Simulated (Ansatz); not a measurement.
Where the default PAW files enter, the runs use the earlier of Ansatz's two default sets.

Data:

```
CELL_PARAMETERS angstrom
      4.70893     0.00000     0.00000
     -2.35446     4.07805     0.00000
      2.35446     1.35935     4.28464
ATOMIC_POSITIONS crystal
  Al 0.70420 0.85210 0.44370
  Al 0.29580 0.14790 0.55630
  Al 0.29580 0.64790 0.05630
  Al 0.70420 0.35210 0.94370
  O  0.50000 0.44386 0.75000
  O  0.50000 0.55614 0.25000
  O  0.80614 0.05614 0.75000
  O  0.19386 0.94386 0.25000
  O  0.19386 0.75000 0.75000
  O  0.80614 0.25000 0.25000
```

Space group of this cell: R-3c, corundum. The cell is strained (all lengths scaled by 0.98); by r2SCAN its mean pressure is 8.6 GPa.

Transport runs along the normal of the first two printed cell vectors, the (001) plane of the conventional cell.

The gap is the functional's own, uncorrected, and κ follows it; spin-orbit coupling is left out. Mid-gap values are interpolated between the computed energies.

### Question
State the band gap and the smallest decay constant κ at mid-gap according to r2SCAN run with Ansatz (a program for electronic structure).

### Answer
Gap 7.55 eV on a 10×10×10 mesh; κ = 0.423 1/Å, at the zone centre.
